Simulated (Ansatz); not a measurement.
## Fluorite HfO₂ (high-temperature phase): smallest direct gap on the k points sampled by level of theory

No measured value is used here.

```json
[
 {"level (code)": "LDA+SOC (Ansatz)", "value (eV)": "3.56", "cell (Å³/atom)": "10.92"},
 {"level (code)": "RPBE (Ansatz)", "value (eV)": "3.89", "cell (Å³/atom)": "10.92"},
 {"level (code)": "r²SCAN+SOC (Ansatz)", "value (eV)": "4.31", "cell (Å³/atom)": "10.78"},
 {"level (code)": "HSE06+SOC (Ansatz)", "value (eV)": "5.38", "cell (Å³/atom)": "10.92"},
 {"level (code)": "Hartree–Fock (Ansatz)", "value (eV)": "(withheld)", "cell (Å³/atom)": "11.00"}
]
```

What belongs in the gaps?


- Hartree–Fock (Ansatz, a first-principles code), value (eV): 13.91

Computed values are for a static lattice. Spin–orbit coupling is included only where a level's name says +SOC; with heavier elements it mostly lowers gaps and can invert bands.  LDA+SOC, RPBE, r²SCAN+SOC, HSE06+SOC, Hartree–Fock: symmetry holds this phase in the static calculation, where it need not be a minimum. Values are at a fixed cell, not relaxed at this level and not confirmed as the measured one; r²SCAN+SOC at the level's own equilibrium cell; Hartree–Fock at the level's own equilibrium cell. Cutoffs and k meshes differ between the levels. Ansatz's density-functional and Hartree–Fock values are scalar-relativistic unless marked +SOC, with PAW data made under PBE.
